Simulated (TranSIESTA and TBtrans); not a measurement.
System: Cu rod with one Ta atom on the axis. Leads: fcc Cu rod along [100], layers of 5 and 4 atoms, a = 3.63 Å. Geometry: 13 atoms about the centre moved by SIESTA (PBE, SZP) to a largest force of 0.03 eV/Å, all others as built. Transport runs along z; the first 18 and the last 18 of the 72 atoms are the lead cells, repeated to infinity.

```xyz
72
Lattice="13.634 0.000 0.000 0.000 13.634 0.000 0.000 0.000 29.040" Properties=species:S:1:pos:R:3 pbc="F F T"
Cu     6.817     6.817     0.000
Cu     9.384     6.817     0.000
Cu     6.817     9.384     0.000
Cu     4.250     6.817     0.000
Cu     6.817     4.250     0.000
Cu     8.100     8.100     1.815
Cu     5.533     8.100     1.815
Cu     8.100     5.533     1.815
Cu     5.533     5.533     1.815
Cu     6.817     6.817     3.630
Cu     9.384     6.817     3.630
Cu     6.817     9.384     3.630
Cu     4.250     6.817     3.630
Cu     6.817     4.250     3.630
Cu     8.100     8.100     5.445
Cu     5.533     8.100     5.445
Cu     8.100     5.533     5.445
Cu     5.533     5.533     5.445
Cu     6.817     4.250     7.260
Cu     4.250     6.817     7.260
Cu     6.817     6.817     7.260
Cu     9.384     6.817     7.260
Cu     6.817     9.384     7.260
Cu     5.533     5.533     9.075
Cu     8.100     5.533     9.075
Cu     5.533     8.100     9.075
Cu     8.100     8.100     9.075
Cu     6.817     4.250    10.890
Cu     4.250     6.817    10.890
Cu     6.817     6.817    10.890
Cu     9.384     6.817    10.890
Cu     6.817     9.384    10.890
Cu     5.552     5.552    12.607
Cu     8.081     5.552    12.607
Cu     5.552     8.081    12.607
Cu     8.081     8.081    12.607
Cu     6.817     4.417    14.520
Cu     4.417     6.817    14.520
Ta     6.817     6.817    14.520
Cu     9.216     6.817    14.520
Cu     6.817     9.216    14.520
Cu     5.552     5.552    16.433
Cu     8.081     5.552    16.433
Cu     5.552     8.081    16.433
Cu     8.081     8.081    16.433
Cu     6.817     4.250    18.150
Cu     4.250     6.817    18.150
Cu     6.817     6.817    18.150
Cu     9.384     6.817    18.150
Cu     6.817     9.384    18.150
Cu     5.533     5.533    19.965
Cu     8.100     5.533    19.965
Cu     5.533     8.100    19.965
Cu     8.100     8.100    19.965
Cu     6.817     6.817    21.780
Cu     9.384     6.817    21.780
Cu     6.817     9.384    21.780
Cu     4.250     6.817    21.780
Cu     6.817     4.250    21.780
Cu     8.100     8.100    23.595
Cu     5.533     8.100    23.595
Cu     8.100     5.533    23.595
Cu     5.533     5.533    23.595
Cu     6.817     6.817    25.410
Cu     9.384     6.817    25.410
Cu     6.817     9.384    25.410
Cu     4.250     6.817    25.410
Cu     6.817     4.250    25.410
Cu     8.100     8.100    27.225
Cu     5.533     8.100    27.225
Cu     8.100     5.533    27.225
Cu     5.533     5.533    27.225
```

Run with TranSIESTA and TBtrans (open boundaries, self-consistent; PseudoDojo norm-conserving potentials, scalar-relativistic): Spin polarized, PAO.BasisSize SZP, PAO.EnergyShift 0.15 eV, XC.Authors PBE, Mesh.Cutoff 150 Ry, ElectronicTemperature 300 K, TS.Voltage 0.0 eV, TBT.Elecs.Eta 0.001 eV.

Energies count from the leads' Fermi level. Transmissions are for each spin. The energy step is 0.02 eV; narrower resonances are cut or missed.

| E (eV) | T up | T down |
|---|---|---|
| -0.20 | 1.44 | 1.45 |
| -0.16 | 1.26 | 1.27 |
| -0.12 | 1.45 | 1.45 |
| -0.08 | 1.84 | 1.83 |
| -0.04 | 2.22 | 2.22 |
| 0.00 | 2.48 | 2.48 |
| 0.04 | 2.85 | 2.85 |
| 0.08 | 3.03 | 3.03 |
| 0.12 | 3.10 | 3.10 |
| 0.16 | 3.13 | 3.13 |
| 0.20 | 3.13 | 3.14 |

### Question
Give the zero-bias conductance in μS and the resistance at 300 K.

### Answer
At the Fermi level the mean of both spins is (2.48 + 2.48)/2 = 2.48. Averaged with −∂f/∂E over the full grid (kT = 25.9 meV) it is 2.48. With G0 = 2e²/h = 77.48 μS, G = 192 μS and R = 1/G = 5.21 kΩ.

### Question
Estimate the thermopower by Mott's formula S = −(π²/3)(kB²T/e) d ln T/dE from the rows at -0.04 and 0.04 eV.

### Answer
d ln T/dE = 3.12 eV⁻¹ and (π²/3) kB²T/e = 7.33 μV/K · eV, so S = -23 μV/K; the full integral gives -21 μV/K. A negative sign means that T rises with energy over the thermal window.

### Question
Estimate the current at 0.2 V in linear response, and compare with the self-consistent run.

### Answer
I = G V = 192 μS × 0.2 V = 38.4 μA; the self-consistent run gives 35.7 μA, 0.93 of it. Linear response leaves out the change of T over the bias window and the shift of levels under bias.

Moments were seeded on the central atoms alone, and one start was tried. The leads' channel count changes near 0.01 eV, within the thermal window, so values at the Fermi level hang on where that band edge falls. Moving central atoms between leads that stay as built scatters by itself, most near band edges, so not all of the loss belongs to a defect. Spin-orbit coupling, left out here, matters for the heavy atoms.
